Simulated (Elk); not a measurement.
Input and output of a self-consistent single point for Yb (Fm-3m, 1 atom in the cell) (Elk).

Level of theory: PBE, spin-orbit coupling in second variation, all-electron FP-LAPW, Elk's shipped species files, APW+lo basis with extra local orbitals (Elk).

```yaml
crystal:
  lattice:
    - [0.00000, 2.73825, 2.73825]
    - [2.73825, 0.00000, 2.73825]
    - [2.73825, 2.73825, 0.00000]
  atoms:
    - { symbol: Yb, position: [0.00000, 0.00000, 0.00000] }
```

Reference input (self-consistent single point, DFT, PBE, all-electron FP-LAPW, Elk's shipped species files, APW+lo basis with extra local orbitals): xctype = 20; rgkmax = 7.5; swidth = 0.00367493 Ha; ngridk = 8 8 8; gmaxvr = 16 1/bohr; nxlo = 2; lorbcnd = true; lmaxi = 2; maxscl = 100. This run's input differs from it in these lines:

```diff
@@ -5,2 +5,5 @@
   20
+
+spinorb
+  .true.
 
@@ -20,2 +23,5 @@
   2
+
+nempty
+  10
```

Log, with long lists cut:

```
│ Self-consistent loop started │
│ Loop number : 1 │
 total energy                :     -13873.9287221
 total moment                :   0.1080473782E-21 -0.4339103159E-22  0.7274055696E-22
│ Loop number : 2 │
 total energy                :     -13918.6011298
 total moment                :   0.3287075158E-22  0.1981721059E-22 -0.1647974549E-22
RMS change in Kohn-Sham potential (target) :    1.489215337     (  0.1000000000E-05)
Absolute change in total energy (target)   :    44.67240764     (  0.1000000000E-03)
│ Loop number : 3 │
 total energy                :     -14076.9004711
   [... lines left out ...]
 total energy                :     -14076.0465033
 total moment                :   0.6748257795E-23  0.6394749756E-22  0.4700421686E-23
RMS change in Kohn-Sham potential (target) :   0.2646093325E-05 (  0.1000000000E-05)
Absolute change in total energy (target)   :   0.6445501822E-03 (  0.1000000000E-03)
│ Loop number : 16 │
 total energy                :     -14076.0466898
 total moment                :  -0.1798970621E-22 -0.2557669893E-23 -0.1194366393E-22
RMS change in Kohn-Sham potential (target) :   0.5296054188E-06 (  0.1000000000E-05)
Absolute change in total energy (target)   :   0.2534096166E-04 (  0.1000000000E-03)
Convergence targets achieved

│ Loop number : 17 │

Energies :
 Fermi                       :     0.144866823363
 xc effective B-field        :    -0.282576731555E-08
 external B-field            :     -0.00000000000
 total energy                :     -14076.0467626
 (external B-field energy excluded from total)

Density of states at Fermi energy :    80.31149763
 (states/Hartree/unit cell)

Estimated indirect band gap :   0.1726753684E-02
 from k-point     24 to k-point     20
Estimated direct band gap   :   0.8809347230E-02
 at k-point     20

Charges :
 core                        :    46.00000000
 valence                     :    24.00000000
 interstitial                :    1.856853639
 muffin-tins (core leakage)
  species :    1 (Yb)
   atom    1                 :    68.14314636     (  0.1102056736E-05)
   [... lines left out ...]

Moments :
 interstitial                :   0.5061881690E-23 -0.5243320245E-23 -0.1984868907E-22
 muffin-tins
  species :    1 (Yb)
   atom    1                 :  -0.1643819450E-22 -0.2412800501E-22 -0.1275932726E-22
 total in muffin-tins        :  -0.1643819450E-22 -0.2412800501E-22 -0.1275932726E-22
 total moment                :  -0.1137631281E-22 -0.2937132525E-22 -0.3260801633E-22

│ Self-consistent loop stopped │
```

The run converged in 17 iterations. The count includes the last loop, which Elk runs after its targets are met. 

The starting cell comes from a database of computed structures (which also holds hypothetical and non-ambient phases and stackings), without a prior relaxation at this level. Its lattice was rescaled by a random factor within 2.5 % of one. Values depend on the basis (sphere radii, cutoffs, local orbitals), which need not be converged. The log's line on a gap gives a spacing of levels on this mesh, which the program prints for metals too.
